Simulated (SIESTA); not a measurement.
Worked example: self-consistent single point of CdPt₃ (Cmmm, 4 atoms in the cell) in SIESTA.

Method of the run: GGA PBEsol, numerical atomic orbitals DZP, PseudoDojo PBEsol standard norm-conserving potentials (rewritten from UPF to PSML) in SIESTA.

The change in words: lattice scaled by 0.98. Reference geometry:
```
CELL_PARAMETERS angstrom
      2.88572    -3.93101     0.00000
      2.88572     3.93101     0.00000
      0.00000     0.00000     2.83469
ATOMIC_POSITIONS crystal
  Cd 0.00000 0.00000 0.00000
  Pt 0.50000 0.50000 0.00000
  Pt 0.00000 0.50000 0.50000
  Pt 0.50000 0.00000 0.50000
```

Reference input (self-consistent single point, DFT, GGA PBEsol, numerical atomic orbitals DZP, PseudoDojo PBEsol standard norm-conserving potentials (rewritten from UPF to PSML)): XC.functional = GGA; XC.authors = PBEsol; potentials = PseudoDojo PBEsol standard; PAO.BasisSize = DZP; PAO.EnergyShift = 0.005 Ry; MeshCutoff = 350 Ry; kgrid.MonkhorstPack = 5 5 8; OccupationFunction = FD; ElectronicTemperature = 0.05 eV; MaxSCFIterations = 150; SCF.Mixer.Method = Broyden; SCF.Mixer.Weight = 0.2. This run's input differs from it in these lines:

```diff
@@ -10,7 +10,7 @@
 %endblock ChemicalSpeciesLabel
-LatticeConstant              4.876500 Ang
+LatticeConstant              4.778969 Ang
 %block LatticeVectors
-     0.591761509   -0.806112991    0.000000000
-     0.591761509    0.806112991    0.000000000
-     0.000000000    0.000000000    0.581296011
+     0.591761528   -0.806113201    0.000000000
+     0.591761528    0.806113201    0.000000000
+     0.000000000    0.000000000    0.581296091
 %endblock LatticeVectors
```

Output, abridged:

```
        iscf     Eharris(eV)        E_KS(eV)     FreeEng(eV)     dDmax    Ef(eV) dHmax(eV)
   scf:    1   -15392.036410   -15418.202392   -15418.217001  1.088551 -1.137703  9.087115
   scf:    2   -15425.040178   -15422.072005   -15422.085577  0.395575 -2.003839  4.208092
   scf:    3   -15424.382930   -15423.466427   -15423.481802  0.259426 -2.648120  2.058952
   scf:    4   -15423.687785   -15423.608296   -15423.623611  0.100902 -2.862186  0.560457
   scf:    5   -15423.620705   -15423.616689   -15423.632587  0.019653 -2.873039  0.086865
   scf:    6   -15423.618353   -15423.617725   -15423.633873  0.010450 -2.885939  0.034260
   scf:    7   -15423.617918   -15423.617838   -15423.633919  0.002159 -2.888121  0.017324
   scf:    8   -15423.617825   -15423.617834   -15423.633931  0.001923 -2.890845  0.002002
   scf:    9   -15423.617844   -15423.617839   -15423.633931  0.000474 -2.891611  0.000632
   scf:   10   -15423.617837   -15423.617838   -15423.633931  0.000055 -2.891727  0.000629
SCF Convergence by DM+H criterion
max |DM_out - DM_in|         :     0.0000551784
max |H_out - H_in|      (eV) :     0.0006288445
SCF cycle converged after 10 iterations

Using DM_out to compute the final energy and forces

siesta: E_KS(eV) =           -15423.6178

siesta: E_KS - E_eggbox =    -15423.6178

siesta: Atomic forces (eV/Ang):
     1   -0.000000   -0.000000    0.000000
     2   -0.000000   -0.000000   -0.000000
     3    0.000000    0.000000   -0.000000
     4    0.000000    0.000000   -0.000000
   Tot    0.000000    0.000000    0.000000
   Max    0.000000
   Res    0.000000    sqrt( Sum f_i^2 / 3N )
   Max    0.000000    constrained

Stress tensor Voigt[x,y,z,yz,xz,xy] (kbar):      -74.41      -85.40     -107.30       -0.00        0.00       -0.00
(Free)E + p*V (eV/cell)   -15420.2701
   [... lines left out ...]
siesta: FreeEng =    -15423.633931
siesta: Cell volume =         60.530296 Ang**3
siesta:          89.03765235         89.03765235  kBar
   [... lines left out ...]
              0.274   1.763   1.766   1.715   1.863   1.811  -0.052  -0.057

             -0.042  -0.046  -0.046

mulliken: Qtot =       74.000

Mulliken Atomic Populations:
Atom #   charge [q] valence [e]  Species
     1     0.498319   19.501681  Cd
     2    -0.163126   18.163126  Pt
     3    -0.167597   18.167597  Pt
     4    -0.167597   18.167597  Pt
 Total    -0.000000
```

The run converged in 10 iterations. Against the reference run the free energy goes up by 8.3 meV/atom and the pressure goes from -5.28 to 8.90 GPa.

The starting cell comes from a database of computed structures (which also holds hypothetical and non-ambient phases and stackings), without a prior relaxation at this level. For this run, on top of that: lattice scaled by 0.98. Spin polarisation is off. Values carry the incompleteness of an atom-centred basis. With a pressure of about 9 GPa the cell is away from its equilibrium volume at this level.

Cost on one core of a shared machine: roughly 40 s.
